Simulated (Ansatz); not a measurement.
## Element substitutions in Pd

The parent structure is Pd in the fcc (Cu type) structure (space group Fm-3m, No. 225; a = 3.876 Å).

Each row replaces one element on all its sites; cell and atoms are relaxed.

All numbers come from PBEsol (Ansatz, a quantum-chemistry and plane-wave program; PAW; 420 eV plane waves; no spin-orbit coupling), earlier PAW set.

Candidates:
(a) Pd → Pb
(b) Pd → Cd
(c) Pd → Rh

Base values:

The lattice parameter a is 3.876 Å.

Q: Order them by lattice parameter a, lowest first.

A: (c) Pd → Rh (3.780 Å), (b) Pd → Cd (4.375 Å), (a) Pd → Pb (4.931 Å)

Stability against distortions was not tested. For Cd in this form, whether it has been made was not checked. The final runs are not spin-polarised. This is not the structure that Cd has at room temperature and ambient pressure.
